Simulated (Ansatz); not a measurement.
# Cl on the 1x1 (100) surface of fcc Cu, one in a 2x2 cell, started at the site 'hollow Cu-Cu-Cu-Cu over Cu at depth 1.8 Å'

These are PBE (plane waves to 420 eV, PAW; Ansatz, a first-principles code) values and carry that method's errors.

Set-up: 17 atoms, 5.3 Å thick at the start under the adsorbate (thin: gaps and levels are the slab's own); mesh 6x6x1; 0.1 eV smearing; dipole correction on; 8 atoms held, the rest relaxed; symmetry of the start imposed; no spin, no spin-orbit, no U, no dispersion correction. At the end it is bonded to 4 Cu. In PBE it is, or lies within 0.03 eV of, the lowest of the starts that converged.

```json
{
  "adsorption energy against ½ Cl2(g)": "-1.96 eV",
  "work_function_of_the_top_face": "4.91 eV",
  "change_of_the_work_function": "0.36 eV",
  "change_of_the_step_from_the_bottom_to_the_top_vacuum_level_against_the_clean_slab": "0.39 eV",
  "energy_released_by_relaxation": "0.075 eV",
  "height of the binding atom over the mean of the host atoms within 0.3 Å of the top one": "3.176 bohr",
  "nearest_host_atoms_of_the_binding_atom": "Cu at 2.48 Å, Cu at 2.48 Å, Cu at 2.48 Å",
  "largest_move_of_a_host_atom": "0.06 Å",
  "cost": "very roughly 5 core-minutes"
}
```

A negative adsorption energy means that the adsorbate is more stable on the surface than in its reference.
